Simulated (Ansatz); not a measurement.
The reference is W in the fcc (Cu type) structure (space group Fm-3m, No. 225; a = 3.998 Å). Axes: x, y, z lie along the cube axes.

The values are results of DFT with PBEsol, PAW potentials and a 420 eV plane-wave cutoff in Ansatz (an electronic-structure program), scalar-relativistic without spin-orbit coupling, not measurements.

Before the change:

| Item | Result |
|---|---|
| Shortest interatomic distance | 2.827 Å |
| Band gap | zero |

Now apply this change: a free-standing slab of 2 layers (2 atoms, 1 a layer) is cut normal to [111], with 15 Å of vacuum and the in-plane cell held at bulk.

Question: What happens to the excess energy per area of both faces, shortest interatomic distance and band gap?

Answer: The excess energy per area of both faces (slab less bulk energy over the cell's area: twice a surface energy) comes out as 5.96 J/m² (uncertain by up to 0.05 J/m²); the shortest interatomic distance decreases by 0.004 Å (2.827 Å → 2.823 Å); the band gap is still zero.

The excess energy carries the mismatch between the slab's and the bulk's meshes. Whether these cells are dynamically stable was not tested. All final runs are without spin polarisation. This is not the structure that W has at room temperature and ambient pressure.
